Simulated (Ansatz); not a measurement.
Base system: BaTiO₃ in the cubic perovskite structure (space group Pm-3m, No. 221; a = 4.019 Å).

Level of theory: PBE in Ansatz (plane waves to 420 eV, PAW, no spin-orbit coupling), earlier PAW set.

Base values:

| Quantity | Value |
|---|---|
| Volume per atom | 12.99 Å³ |
| Band gap | 1.79 eV |
| Width of the top valence band | 0.95 eV |
| Gap character | indirect, R → Γ |

Modification: cell and atoms relaxed at a pressure of 30 GPa.

**Question.** Predict the new hole mass.

**Answer.** The hole mass (degenerate bands, along [100]) is 0.30, 0.99, 0.99 mₑ (at Γ).

**Question.** Estimate the effect on the volume per atom.

**Answer.** The volume per atom drops by 1.65 Å³ to 11.34 Å³.

**Question.** What happens to the band gap?

**Answer.** The band gap grows by 0.22 eV (1.79 eV → 2.01 eV).

**Question.** What happens to the width of the top valence band?

**Answer.** The width of the top valence band grows by 0.115 eV, from 0.95 eV to 1.07 eV.

**Question.** What happens to the gap character?

**Answer.** The gap character becomes direct at Γ (base: indirect, R → Γ).

Load acts through the strain it causes; cell and atoms are relaxed under it. Effective masses come from finite differences of ±0.01 Å⁻¹. No phonon test of stability was made. Competing high-pressure phases were not computed. The final runs are not spin-polarised. Many cubic perovskites are stable only at high temperature; tilts and polar distortions were not tested. This is not the structure that BaTiO3 has at room temperature and ambient pressure.

Ansatz is a quantum-chemistry and plane-wave program.
